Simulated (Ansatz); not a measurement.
## Pt: response to strain

The parent structure is Pt in the fcc (Cu type) structure (space group Fm-3m, No. 225; relaxed with 0.1 eV smearing).

```
CELL_PARAMETERS angstrom
      0.00000     1.94769     1.94769
      1.94769     0.00000     1.94769
      1.94769     1.94769     0.00000
ATOMIC_POSITIONS crystal
  Pt 0.00000 0.00000 0.00000
```

Cartesian axes are those of the cell as printed.

Strains are applied to the cell and any free atomic positions relax; under biaxial strain the out-of-plane vector relaxes too.

Level of theory: plane-wave PAW DFT at the LDA level (Ansatz, a program for electronic structure, 420 eV), no SOC.

Notes on the quantities. energy relative to the base: free energy F.

| biaxial strain, plane normal [001], relaxed out of plane (%) | energy relative to the base (meV/atom) |
|---|---|
| 0 | 0.0 |
| 0.5 | 0.6 |
| 1 | 2.3 |
| 1.5 | 5.1 |
| 2 | 8.7 |
| 2.5 | ? |
| 3 | 18.1 |

**Question.** Fit ΔE = Aε² + Bε³ (ε in %) to the rows shown and predict the withheld row.

**Answer.** Least squares on the printed values gives A = 2.50 and B = -0.16 meV/atom (largest residual 0.0 meV/atom); this predicts 13.1 meV/atom, and the run gives 13.1 meV/atom, in agreement.

Stability against distortions was not tested. The final runs are not spin-polarised.
